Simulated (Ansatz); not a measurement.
A self-consistent single point of Zn₇Mo (I4mm, 8 atoms in the cell) with Ansatz (an electronic-structure program).

Method of the run: PBEsol, default PAW files made with PBE (plane waves; Ansatz).

```xyz
8
Lattice="0.0000 3.8731 3.8731 3.8731 0.0000 3.8731 3.8731 3.8731 0.0000" Properties=species:S:1:pos:R:3 pbc="T T T"
Zn     1.9365     1.9365     0.0000
Zn     1.9365     1.9365     3.8731
Zn     0.0000     1.9365     1.9365
Zn     3.8731     1.9365     1.9365
Zn     1.9365     0.0000     1.9365
Zn     1.9365     3.8731     1.9365
Zn     3.8731     3.8731     3.9231
Mo     0.0000     0.0000     0.0000
```

Reference input (self-consistent single point, DFT, PBEsol, plane waves, default PAW files made with PBE): basis.ecutwfc = 420 eV; kpoints.mp_grid.grid = 6 6 6; hamiltonian.xc = pbesol; hamiltonian.pseudopotentials = {kind: paw} (the program's default PAW files); scf.occupations.method = fermi_dirac; scf.occupations.width = 0.1 eV. This run's input differs from it in these lines:

Ansatz 0.2 input:
```diff
@@ -17,3 +17,3 @@
 kpoints:
-  mp_grid: { grid: [6, 6, 6] }
+  mp_grid: { grid: [10, 10, 10] }
 hamiltonian:
@@ -22,3 +22,3 @@
 scf:
-  occupations: { method: fermi_dirac, width: 0.1 eV }
+  occupations: { method: gaussian, width: 1.0 eV }
 output:
```

Output, abridged:

```
SCF iter   1: F=—  HF=-27864.507788 eV  |F-HF|=—  |Δ(HF+E_count)|=         —  Δρ=9.65e-3  dr2=1.94e-1  ethr=1.77e-3  ⟨swp⟩=8.9  Hψ=28655  notcnv=0
all-band conjugate gradients solve this SCF's bands
preconditioner: auto → Kerker (q_TF=auto, 2.652 Å⁻¹)
SCF iter   2: F=—  HF=-27864.486777 eV  |F-HF|=—  |Δ(HF+E_count)|=   2.10e-2  Δρ=4.47e-3  dr2=6.86e-2  ethr=1.98e-4  ⟨swp⟩=1.0  Hψ=7548  notcnv=0
   [... lines left out ...]
SCF iter   6: F=—  HF=-27864.476740 eV  |F-HF|=—  |Δ(HF+E_count)|=   4.16e-6  Δρ=1.02e-4  dr2=8.14e-6  ethr=3.54e-8  ⟨swp⟩=2.0  Hψ=10925  notcnv=0
SCF iter   7: F=—  HF=-27864.476735 eV  |F-HF|=—  |Δ(HF+E_count)|=   4.59e-6  Δρ=2.82e-5  dr2=1.72e-6  ethr=8.30e-9  ⟨swp⟩=2.0  Hψ=10817  notcnv=0
SCF iter   8: F=—  HF=-27864.476735 eV  |F-HF|=—  |Δ(HF+E_count)|=   2.18e-7  Δρ=9.92e-6  dr2=1.25e-7  ethr=1.75e-9  ⟨swp⟩=2.3  Hψ=10938  notcnv=0
SCF iter   9: F=-27864.476735 eV  HF=-27864.476735 eV  |F-HF|=1.66e-9  |Δ(HF+E_count)|=   3.42e-8  Δρ=1.56e-6  dr2=3.69e-9  ethr=1.02e-10  ⟨swp⟩=9.0  Hψ=27825  notcnv=0
SCF 1 converged in 9 iterations: F = -27864.476735 eV  dr2 = 3.69e-9
Free energy (F): -27864.476735 eV
Internal energy: -27863.101791 eV  (E = F + TS)
E sigma→0 (E₀):  -27863.789263 eV
Entropy (-TS):   -1.374944 eV (-171.868 meV/atom)
Fermi energy:    12.670621 eV
--- Forces (eV/Å), atoms counted from 1 ---
  atom   1  Zn    -0.00000000     0.00000000    -0.01243387
  atom   2  Zn     0.00000000    -0.00000000    -0.01243387
  atom   3  Zn     0.00000000    -0.07026345     0.04509092
  atom   4  Zn     0.00000000     0.07026345     0.04509092
  atom   5  Zn    -0.07026345     0.00000000     0.04509092
  atom   6  Zn     0.07026345     0.00000000     0.04509092
  atom   7  Zn     0.00000000     0.00000000    -0.14385123
  atom   8  Mo    -0.00000000    -0.00000000    -0.01164503
--- Stress (GPa, compression-positive) ---
       -2.593906       0.000000       0.000000
        0.000000      -2.593906       0.000000
        0.000000       0.000000      -2.597776
  P = ⅓ Tr σ = -2.5952 GPa (-25.952 kbar)
  The stress holds the Pulay correction. Without it, at fixed plane waves, as pw.x and ABINIT print it: P = -2.6912 GPa
```

The run converged in 9 iterations. Against the reference run the free energy goes down by 68.8 meV/atom, the pressure goes from -3.32 to -2.60 GPa and the largest force moves little (0.143 to 0.144 eV/Å).

The starting cell comes from a database of computed structures (which also holds hypothetical and non-ambient phases and stackings), without a prior relaxation at this level. Its lattice was rescaled by up to half a per cent. One atom was moved a little off its site on purpose. Spin polarisation is off. Ansatz's pressure includes its estimate of the finite-basis (Pulay) stress.

Cost on one core of a shared machine: roughly 90 s.
